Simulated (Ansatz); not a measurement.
The parent structure is NaF in the rock salt structure (space group Fm-3m, No. 225; a = 4.7012 Å).

Level of theory: DFT with PBE, PAW potentials and a 420 eV plane-wave cutoff in Ansatz (a quantum-chemistry and plane-wave program), no SOC.

Strains are applied to the cell and any free atomic positions relax.

One change was made to it. Results:

The band gap goes up by 0.497 eV, from 6.09 eV to 6.58 eV; the electron mass is still 0.56 mₑ (at Γ).

Which change produced these results?
A) isotropic strain −2.50 %
B) isotropic strain −2.00 %
C) isotropic strain −3.00 %

C, isotropic strain −3.00 %. For comparison, the band gap in the other runs: isotropic strain −2.50 % gives 6.50 eV; isotropic strain −2.00 % gives 6.41 eV.

Masses are band curvatures over ±0.01 Å⁻¹ around the edge. No phonon test of stability was made.
